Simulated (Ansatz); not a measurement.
Consider AlN in the zinc blende structure (space group F-43m, No. 216; a = 4.3423 Å). Axes: x, y, z lie along the cube axes.

Calculations: LDA (Ansatz, a first-principles code, PAW, no spin-orbit coupling).

Perturbation: a pure shear with ε_xy = ε_yx = 0.0143; the atoms relax in the strained cell.

Predict the stress tensor and what it implies for the stiffness.

Stress of the strained cell less that of the base (GPa, compression positive):
```
   0.10   -5.37    0.00
  -5.37    0.10    0.00
   0.00    0.00   -0.06
```

Then −Δσ/γ with γ = 2ε = 0.0286 gives secant stiffness values (nonlinear terms included at this strain): C66 ≈ 188 GPa.

As a check, the harmonic strain energy −½ V₀ Δσ:ε is 4.9 meV/atom; the computed energy rise is 4.9 meV/atom.

Stability against distortions was not tested. This is not the structure that AlN has at room temperature and ambient pressure.
